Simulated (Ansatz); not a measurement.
## WMo (model structure, Fm-3m, No. 225, 2 atoms in the cell): lattice constant a by level of theory

No measured value is used here.

```
level (code)     value (Å)
---------------  ---------
LDA (Ansatz)         5.146
PBEsol (Ansatz)      5.180
r²SCAN (Ansatz)      5.211
```

Density-functional levels without +SOC have no spin–orbit coupling. LDA, PBEsol, r²SCAN: the run has no spin polarisation, so it can have missed a magnetic state. Cutoffs differ between the levels. Ansatz's density-functional and Hartree–Fock values are scalar-relativistic unless marked +SOC, with PAW data made under PBE.

A model structure was made by putting elements into a prototype or built by hand; it is no filed structure, need not be a known phase, and can be a saddle point held by its symmetry.

Ansatz is an electronic-structure program.
